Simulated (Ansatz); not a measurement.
Levels about the gap of amorphous Ga24O41Ta2 (67 atoms in a cell of 839 Å³, 5.33 g/cm³; zone centre alone, so wide bands show as single levels with stretches between that a denser mesh fills), at the geometry that PBE relaxed, where it gives 0.5 GPa on a denser mesh. Exact exchange is cut at the faces of this small cell, which leaves a finite-size error. The participation number counts the atoms over which a state spreads; weights are charges in smoothed Voronoi cells. The levels come from a single point, so bond lengths are those of that geometry. Method of the levels: HSE06, scalar-relativistic without spin-orbit coupling (Ansatz, a first-principles code). Sampling: the zone centre alone; Fermi-Dirac width 0.02 eV; no spin polarisation. At PBE the levels at the filled edge of the gap are localised (band-tail or defect states), and the nearest spread-out levels lie 2.3 eV apart at the zone centre.

Preparation: random packing, a CHGNet melt and quench, and a DFT relaxation. O atoms were pushed apart under 1.9 Å during the dynamics, to hinder bonds among them. The hot cell started wider than the set density and was brought back towards it in steps. It is the lowest in DFT energy of 2 quenches. It is a model cell: composition and starting density were chosen by hand, and all elements were melted together. No dispersion term was used. Its density started from a set value of 5.33 and ended at 5.33 g/cm³. The simulated quench (nominally 330 K/ps over its main leg) is rapid and tends to freeze in more defects than a deposited or slowly cooled glass has. A cell of this size samples the disorder only roughly. The volume was held where the preparation left it and the shape relaxed, at a PBE pressure of 0.5 GPa. Stress components on the final sampling reach 0.6 GPa.

```
E - E(highest filled), eV  filling  participation number        largest on  weight O  weight Ta  weight Ga
-------------------------  -------  --------------------  ----------------  --------  ---------  ---------
-0.46                       filled                  15.9   O, 3 neighbours      0.95       0.00       0.05
-0.33                       filled                  11.4   O, 2 neighbours      0.94       0.00       0.06
-0.27                       filled                  11.3   O, 2 neighbours      0.95       0.00       0.04
-0.22                       filled                  12.7   O, 3 neighbours      0.93       0.00       0.07
-0.17                       filled                  10.6   O, 3 neighbours      0.95       0.00       0.05
-0.14                       filled                   7.4   O, 2 neighbours      0.95       0.00       0.04
0.00                        filled                   4.7   O, 3 neighbours      0.95       0.00       0.05
3.57                         empty                  58.1  Ga, 4 neighbours      0.54       0.01       0.45
5.41                         empty                   6.8  Ta, 6 neighbours      0.36       0.52       0.11
5.71                         empty                   5.6  Ta, 6 neighbours      0.38       0.46       0.15
5.83                         empty                  17.4  Ta, 6 neighbours      0.46       0.28       0.26
5.90                         empty                   9.9  Ta, 6 neighbours      0.45       0.38       0.18
6.12                         empty                  38.6  Ta, 6 neighbours      0.54       0.10       0.37
6.27                         empty                  37.1  Ta, 6 neighbours      0.51       0.14       0.36
```

Most localised among these is the filled level at +0.00 eV, on a O atom, which has 3 neighbours (Ga 1.88 Å, Ga 1.89 Å, Ga 2.00 Å).
